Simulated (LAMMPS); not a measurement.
MD from the melt across the composition of Ni (fcc) with a share x of Ni sites Pt; each row has its own temperature.

All values are model results, not measurements: classical MD, pair style eam, the elements' _u3.eam files (universal-3 set of Foiles, Baskes and Daw) (LAMMPS).

| x | volume | state | enthalpy | self-diffusion coefficient of Ni (not corrected for cell size) | T (K) |
|---|---|---|---|---|---|
| 0.25 | 14.449 ± 0.004 Å³/atom | liquid | -3.9617 ± 0.0009 eV/atom | (9.5 ± 0.1) × 10^-5 cm²/s | 2530 |
| 0.5 | 15.243 ± 0.003 Å³/atom | liquid | -4.3185 ± 0.0007 eV/atom | (9.0 ± 0.1) × 10^-5 cm²/s | 2640 |
| 0.75 | 16.191 ± 0.003 Å³/atom | liquid | -4.5819 ± 0.0007 eV/atom | (9.8 ± 0.2) × 10^-5 cm²/s | 2750 |

Caution: a run this short can hold a crystal over, or a liquid under, the potential's own melting point, which these runs don't give.

States go by the mean squared displacement: a species diffuses where it passes 1.5 Å², still rises and gives D over 1e-6 cm²/s; a crystal has left its structure where atoms lie 0.35 Å off their sites on average or a cubic box changes its shape by 3 %, or the axial ratios of another lie 8 % off the starting cell's, which the potential's own relaxation can also do.

Errors of D are the spread over four groups of atoms in one short run; a floor of about 5 %, a picked value, is safer.

Uncertainties are statistical and leave out the potential's own error.
